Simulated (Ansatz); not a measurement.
Pressure series in HfO2

The parent structure is HfO2 in the fluorite structure (space group Fm-3m, No. 225; a = 5.098 Å).

Cell and atoms are relaxed at each pressure.

Method: DFT with PBE, PAW potentials and a 420 eV plane-wave cutoff in Ansatz (a first-principles code), scalar-relativistic without spin-orbit coupling, earlier PAW set.

| P (GPa) | V (Å³/atom) |
|---|---|
| -2.00 | 11.134 |
| -1.00 | 11.087 |
| 1.80 | 10.963 |
| 4.20 | 10.862 |
| 8.99 | 10.673 |
| 18.00 | 10.358 |
| 30.00 | 10.002 |
| 45.00 | 9.628 |
| 60.00 | 9.311 |

Task: Fit a third-order Birch–Murnaghan equation of state.

Result: Least squares on P(V) = (3B₀/2)[(V₀/V)^(7/3) − (V₀/V)^(5/3)]·[1 + (3/4)(B₀′ − 4)((V₀/V)^(2/3) − 1)] gives V₀ = 11.04 Å³/atom, B₀ = 247 GPa and B₀′ = 4.2.

Between the base and pressure 18 GPa the gap moves from 3.75 eV to 3.90 eV, a mean slope of 8.5 meV/GPa.

Spin-orbit coupling, missing from the scalar runs, can matter with Hf. Load acts through the strain it causes; cell and atoms are relaxed under it. Stability against distortions was not tested. Competing high-pressure phases were not computed. This is not the structure that HfO2 has at room temperature and ambient pressure.
